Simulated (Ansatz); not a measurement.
The parent structure is ZnCu in the CsCl type structure (space group Pm-3m, No. 221; a = 2.964 Å; relaxed with 0.1 eV smearing). Axes: x, y, z lie along the cube axes.

Calculations: PBE in Ansatz (plane waves to 420 eV, PAW, scalar-relativistic without spin-orbit coupling).

One thing is altered: an isotropic linear strain of +3.00 %; the atoms relax in the strained cell.

Question: Predict the stress tensor and what it implies for the stiffness.

Answer: Stress of the strained cell less that of the base (GPa, compression positive):
```
   -8.1     0.0     0.0
    0.0    -8.1     0.0
    0.0     0.0    -8.1
```

Then B = −ΔP/(ΔV/V₀) with ΔV/V₀ = 0.0927 gives secant stiffness values (nonlinear terms included at this strain): B ≈ 88 GPa.

As a check, the harmonic strain energy −½ V₀ Δσ:ε is 30 meV/atom; the computed energy rise is 34 meV/atom.

Whether these cells are dynamically stable was not tested. The final runs are not spin-polarised.

Ansatz is a program for electronic structure.
